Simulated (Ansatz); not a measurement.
We consider AlO (model structure, started from the beta GaS type, P6₃/mmc, No. 194, 8 atoms in the cell), described by r²SCAN (PAW; Ansatz, an electronic-structure program).

Input:

Ansatz 0.2 input:
```yaml
crystal:
  lattice:
    - [2.9508646106, 0.0000002543, 0.0]
    - [-1.4754325255, 2.5555235888, 0.0]
    - [0.0, 0.0, 13.1061700826]
  atoms:
    - { symbol: Al, position: [0.3333333333, 0.6666666667, 0.1501605512] }
    - { symbol: Al, position: [0.6666666667, 0.3333333333, 0.6501605512] }
    - { symbol: Al, position: [0.6666666667, 0.3333333333, 0.8498394488] }
    - { symbol: Al, position: [0.3333333333, 0.6666666667, 0.3498394488] }
    - { symbol: O, position: [0.3333333333, 0.6666666667, 0.6014262213] }
    - { symbol: O, position: [0.6666666667, 0.3333333333, 0.1014262213] }
    - { symbol: O, position: [0.6666666667, 0.3333333333, 0.3985737787] }
    - { symbol: O, position: [0.3333333333, 0.6666666667, 0.8985737787] }
basis:
  ecutwfc: 560
  ecutrho_ratio: 4
  xc_grid: 3
kpoints:
  mp_grid: { grid: [12, 12, 4] }
  band_path:
    path:
      - [0.0, 0.0, 0.0]
      - [0.041667, 0.0, 0.0]
      - [0.083333, 0.0, 0.0]
      - [0.125, 0.0, 0.0]
      - [0.166667, 0.0, 0.0]
      - [0.208333, 0.0, 0.0]
      - [0.25, 0.0, 0.0]
      - [0.291667, 0.0, 0.0]
      - [0.333333, 0.0, 0.0]
      - [0.375, 0.0, 0.0]
      - [0.416667, 0.0, 0.0]
      - [0.458333, 0.0, 0.0]
      - [0.5, 0.0, 0.0]
      - [0.472222, 0.055556, 0.0]
      - [0.444444, 0.111111, 0.0]
      - [0.416667, 0.166667, 0.0]
      - [0.388889, 0.222222, 0.0]
      - [0.361111, 0.277778, 0.0]
      - [0.333333, 0.333333, 0.0]
      - [0.309524, 0.309524, 0.0]
      - [0.285714, 0.285714, 0.0]
      - [0.261905, 0.261905, 0.0]
      - [0.238095, 0.238095, 0.0]
      - [0.214286, 0.214286, 0.0]
      - [0.190476, 0.190476, 0.0]
      - [0.166667, 0.166667, 0.0]
      - [0.142857, 0.142857, 0.0]
      - [0.119048, 0.119048, 0.0]
      - [0.095238, 0.095238, 0.0]
      - [0.071429, 0.071429, 0.0]
      - [0.047619, 0.047619, 0.0]
      - [0.02381, 0.02381, 0.0]
      - [0.0, 0.0, 0.5]
      - [0.041667, 0.0, 0.5]
      - [0.083333, 0.0, 0.5]
      - [0.125, 0.0, 0.5]
      - [0.166667, 0.0, 0.5]
      - [0.208333, 0.0, 0.5]
      - [0.25, 0.0, 0.5]
      - [0.291667, 0.0, 0.5]
      - [0.333333, 0.0, 0.5]
      - [0.375, 0.0, 0.5]
      - [0.416667, 0.0, 0.5]
      - [0.458333, 0.0, 0.5]
      - [0.5, 0.0, 0.5]
      - [0.472222, 0.055556, 0.5]
      - [0.444444, 0.111111, 0.5]
      - [0.416667, 0.166667, 0.5]
      - [0.388889, 0.222222, 0.5]
      - [0.361111, 0.277778, 0.5]
      - [0.333333, 0.333333, 0.5]
      - [0.309524, 0.309524, 0.5]
      - [0.285714, 0.285714, 0.5]
      - [0.261905, 0.261905, 0.5]
      - [0.238095, 0.238095, 0.5]
      - [0.214286, 0.214286, 0.5]
      - [0.190476, 0.190476, 0.5]
      - [0.166667, 0.166667, 0.5]
      - [0.142857, 0.142857, 0.5]
      - [0.119048, 0.119048, 0.5]
      - [0.095238, 0.095238, 0.5]
      - [0.071429, 0.071429, 0.5]
      - [0.047619, 0.047619, 0.5]
      - [0.02381, 0.02381, 0.5]
    npoints: 1
hamiltonian:
  xc: r2scan
  dispersion: none
  pseudopotentials: { kind: paw }
scf:
  occupations: { method: fermi_dirac, width: 0.01 }
  convergence: { dr2_threshold: 0.0000000008 }
output:
  forces: true
  stress: true
  eigenvalues: true
  write_bands: true
```

Excerpt of the program's output:

```
Crystal: 8 atoms, lattice volume = 98.834 Å³
Basis set: ecut = 560 eV, 2979 PW (Γ), exchange–correlation on 72×72×324 points (27 copies of the dense FFT grid, shifted against one another)
Bands: 26, of which v1, the nominal top of the filled ones, is band 18 counted from 1 (17 counted from 0)
Symmetry: 24 space group operations
Space group: P63/mmc (ITA 194), of the structure as read, at distance tolerance 4.6e-5 Å
k-points: 57 of 576
Functional: x = r2scan, c = r2scan; τ floored in thin density (d = 2e-4 eV/Å³)
SCF iter   1: F=—  HF=-4444.962472 eV  |F-HF|=—  |Δ(HF+E_count)|=         —  Δρ=7.18e-3  dr2=6.10e-2  dr2_τ=3.59e-1
SCF iter   2: F=—  HF=-4445.223083 eV  |F-HF|=—  |Δ(HF+E_count)|=   2.61e-1  Δρ=4.90e-3  dr2=2.86e-2  dr2_τ=1.42e-3
  ...
SCF iter   9: F=—  HF=-4445.220217 eV  |F-HF|=—  |Δ(HF+E_count)|=   1.20e-9  Δρ=7.96e-7  dr2=8.36e-10  dr2_τ=2.01e-11
SCF iter  10: F=-4445.220217 eV  HF=-4445.220217 eV  |F-HF|=9.09e-13  |Δ(HF+E_count)|=  1.28e-10  Δρ=1.56e-8  dr2=2.05e-13  dr2_τ=9.77e-15
SCF 1 converged in 10 iterations: F = -4445.220217 eV  dr2 = 2.05e-13
SCF converged after 10 iterations
Free energy (F): -4445.220217 eV
Internal energy: -4445.220217 eV  (E = F + TS)
E sigma→0 (E₀):  -4445.220217 eV
Fermi energy:    7.679566 eV
--- Forces (eV/Å), atoms counted from 1 ---
  atom   1  Al     0.00000000    -0.00000000     0.00083965
  atom   2  Al    -0.00000000    -0.00000000     0.00083965
  atom   3  Al    -0.00000000    -0.00000000    -0.00083965
  atom   4  Al     0.00000000    -0.00000000    -0.00083965
  atom   5  O      0.00000000    -0.00000000    -0.00033420
  atom   6  O     -0.00000000    -0.00000000    -0.00033420
  atom   7  O     -0.00000000     0.00000000     0.00033420
  atom   8  O      0.00000000     0.00000000     0.00033420
--- Stress (GPa, compression-positive) ---
        0.002077       0.000000       0.000000
        0.000000       0.002077       0.000000
        0.000000       0.000000      -0.002762
  P = ⅓ Tr σ = 0.0005 GPa (0.005 kbar)
```

The PAW data were made under PBE.

Note: the relaxation could raise the start's symmetry but not lower it, so the cell can be a saddle point.

A model structure was made by putting elements into a prototype or built by hand; it is no filed structure, need not be a known phase, and can be a saddle point held by its symmetry.
